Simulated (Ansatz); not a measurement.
## The (311) surface of germanium in its 1x1 cell, relaxed from an ideal cut (the real face may reconstruct), outermost plane spacing 0.43 Å in the ideal cut (one of several cuts of this face)

Calculation: PBE (plane waves to 420 eV, PAW; Ansatz, a quantum-chemistry and plane-wave program).

Model: 14-atom slab, 10.9 Å thick at the start, 7x4x1 mesh, Fermi-Dirac 0.025 eV, dipole correction, all atoms relaxed; held to the part of the start's symmetry that mesh and held atoms allow; no spin (no spin-polarised run to compare, though such a face may carry moments), no spin-orbit, no U. The slab shows no gap over 0.04 eV on its mesh.

| Item | Result |
|---|---|
| surface energy (mean of both faces) | 1.07 J/m^2 |
| surface energy before relaxation | 1.34 J/m² |
| energy released by relaxation | 0.92 eV |
| cost | around 7 core-minutes (rough) |
